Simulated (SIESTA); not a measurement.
Input and output of a self-consistent single point for KTlO2 (R3m, 4 atoms in the cell) (SIESTA).

Computed with LDA PW92, numerical atomic orbitals TZP, PseudoDojo LDA standard norm-conserving potentials (rewritten from UPF to PSML) (SIESTA).

The change in words: 1 x 1 x 1 supercell, one K atom moved by 0.02 angstrom along z. Reference geometry:
```yaml
crystal:
  lattice:
    - [1.71813, 0.99196, 6.07173]
    - [-1.71813, 0.99196, 6.07173]
    - [0.00000, -1.98392, 6.07173]
  atoms:
    - { symbol: K, position: [0.50000, 0.50000, 0.50000] }
    - { symbol: Tl, position: [0.00000, 0.00000, 0.00000] }
    - { symbol: O, position: [0.73208, 0.73208, 0.73208] }
    - { symbol: O, position: [0.26792, 0.26792, 0.26792] }
```

Reference input (self-consistent single point, DFT, LDA PW92, numerical atomic orbitals TZP, PseudoDojo LDA standard norm-conserving potentials (rewritten from UPF to PSML)): XC.functional = LDA; XC.authors = PW92; potentials = PseudoDojo LDA standard; PAO.BasisSize = TZP; PAO.EnergyShift = 0.005 Ry; MeshCutoff = 350 Ry; kgrid.MonkhorstPack = 4 4 4; OccupationFunction = FD; ElectronicTemperature = 20 meV; MaxSCFIterations = 150; SCF.Mixer.Method = Pulay; SCF.Mixer.Weight = 0.1. This run's input differs from it in these lines:

```diff
@@ -19,3 +19,3 @@
 %block AtomicCoordinatesAndAtomicSpecies
-     0.000000000   -0.000001000    9.107593500  1
+    -0.000000000   -0.000001002    9.127593775  1
      0.000000000    0.000000000    0.000000000  2
```

Output, abridged:

```
        iscf     Eharris(eV)        E_KS(eV)     FreeEng(eV)     dDmax    Ef(eV) dHmax(eV)
   scf:    1    -3338.296549    -3356.659249    -3356.659249  1.409233 -7.778203  9.635929
   scf:    2    -3362.459999    -3359.763420    -3359.763420  0.115755 -7.980451  6.498693
   scf:    3    -3363.195249    -3362.479384    -3362.479384  0.296690 -7.053485  0.842230
   scf:    4    -3362.338516    -3362.450631    -3362.450631  0.067786 -7.269205  1.124152
   scf:    5    -3362.555330    -3362.512807    -3362.512807  0.041944 -7.209933  0.463009
   [... 6 lines left out ...]
   scf:   12    -3362.523284    -3362.523284    -3362.523284  0.000112 -7.110822  0.000497
   scf:   13    -3362.523284    -3362.523284    -3362.523284  0.000015 -7.110933  0.000333
   scf:   14    -3362.523284    -3362.523284    -3362.523284  0.000033 -7.111178  0.000038
   scf:   15    -3362.523284    -3362.523284    -3362.523284  0.000007 -7.111181  0.000026
SCF Convergence by DM+H criterion
max |DM_out - DM_in|         :     0.0000073074
max |H_out - H_in|      (eV) :     0.0000259714
SCF cycle converged after 15 iterations

Using DM_out to compute the final energy and forces

siesta: E_KS(eV) =            -3362.5233

siesta: E_KS - E_eggbox =     -3362.5233

siesta: Atomic forces (eV/Ang):
     1    0.000000   -0.000000   -0.093617
     2   -0.000000   -0.000000    0.074907
     3   -0.000000    0.000000    0.099602
     4   -0.000000   -0.000000   -0.081518
   Tot   -0.000000    0.000000   -0.000627
   Max    0.099602
   Res    0.050778    sqrt( Sum f_i^2 / 3N )
   Max    0.099602    constrained

Stress tensor Voigt[x,y,z,yz,xz,xy] (kbar):       16.53       16.53       22.61       -0.00        0.00       -0.00
(Free)E + p*V (eV/cell)    -3363.2424
   [... lines left out ...]
siesta: FreeEng =     -3362.523284
siesta: Cell volume =         62.088775 Ang**3
siesta:         -18.55771703        -19.24710461  kBar
   [... lines left out ...]
   4  6.587   1.620  -0.140   0.306   1.638   1.884   1.638  -0.267  -0.270
             -0.267   0.188   0.045   0.188   0.005   0.006   0.003   0.006

              0.005

mulliken: Qtot =       34.000

Mulliken Atomic Populations:
Atom #   charge [q] valence [e]  Species
     1     0.839247    8.160753  K
     2     0.323993   12.676007  Tl
     3    -0.576422    6.576422  O
     4    -0.586818    6.586818  O
 Total     0.000000
```

The run converged in 15 iterations. Against the reference run the free energy stays essentially unchanged (within 1 meV/atom), the pressure stays at -1.86 GPa, the largest force goes from 0.092 to 0.100 eV/Å and the gap on the mesh stays at 0.805 eV.

The starting cell comes from a database of computed structures (which also holds hypothetical and non-ambient phases and stackings), without a prior relaxation at this level. Its lattice was rescaled by up to half a per cent. For this run, on top of that: 1 x 1 x 1 supercell, one K atom moved by 0.02 angstrom along z. Spin-orbit coupling is off. Values carry the incompleteness of an atom-centred basis. The basis of the alkali or alkaline-earth atoms may lack their empty d shell, which can raise the gap.

Cost on one core of a shared machine: roughly 5 min.
